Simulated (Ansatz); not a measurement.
Consider Bi2Te3 in the Bi2Te3 type structure (space group R-3m, No. 166; a = 4.387 Å, c = 30.286 Å (hexagonal axes)). Axes: x lies along a and z along c of the hexagonal cell.

Level of theory: Ansatz (a program for electronic structure), PBE-D3(BJ), PAW, cutoff 420 eV, spin-orbit coupling left out.

For the base:

The band gap is 0.26 eV, the valence-band top at Γ comes out as 0.00, -0.90, -0.90 eV and the electron mass is 0.13 mₑ along c, 0.074 mₑ across (at Γ).

It is then changed as follows: compressive biaxial strain of 1.69 % in the plane normal to [001], as in epitaxy on a mismatched substrate; the out-of-plane cell vector and the atoms relax.

Question: What does the calculation give for the energy relative to the base, band gap, valence-band top at Γ, ratio −ε⊥/ε∥ and electron mass after the change?

Answer: The energy grows by 3.9 meV/atom; the band gap grows by 0.103 eV to 0.37 eV; the valence-band top at Γ (three highest levels, from the VBM) goes from 0.00, -0.90, -0.90 eV to 0.00, -0.89, -0.89 eV; the ratio −ε⊥/ε∥ is 1.11; the electron mass goes from 0.13 mₑ along c, 0.074 mₑ across (at Γ) to 0.15 mₑ out of plane, 0.076 mₑ in plane (at Γ).

With Bi and Te present, leaving out spin-orbit coupling can change the band edges. Effective masses come from finite differences of ±0.01 Å⁻¹. Whether these cells are dynamically stable was not tested. The zero or small gap of Bi2Te3 can change with the level of theory.
